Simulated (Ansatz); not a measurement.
We consider Se (R-3, No. 148), described by G0W0@PBEsol (hard PAW, contour deformation; Ansatz, a quantum-chemistry and plane-wave program).

The cell has the measured lattice parameters. Conventional cell: a = 11.3620 Å, b = 11.3620 Å, c = 4.4290 Å, α = 90.00°, β = 90.00°, γ = 120.00°.

The quasiparticle gap at Γ at a fixed k mesh 2×2×2:

```tsv
response cutoff	value (eV)
70 eV, 403 empty bands	3.234
105 eV, 741 empty bands	3.228
140 eV, 1141 empty bands	3.215
175 eV, 1594 empty bands	3.208
```

Taking the value to converge with the response cutoff E as E^(−3/2), extrapolate from the last two rows.

With y = y∞ + c/w and weights w = 1657 and 2315 for the last two rows, y∞ = (w2 y2 − w1 y1)/(w2 − w1) = (2315 × 3.208 − 1657 × 3.215)/658 = 3.190 eV, which lies 0.018 beyond the last row. Successive pairs of rows give 3.221, 3.191, 3.190. The limit also hangs on the law assumed, so its last digits aren't firm.

The other settings are not extrapolated, so this is the limit in one setting alone.

The smallest gap on this mesh is 2.16 eV, away from Γ.

Spin–orbit coupling is not included.
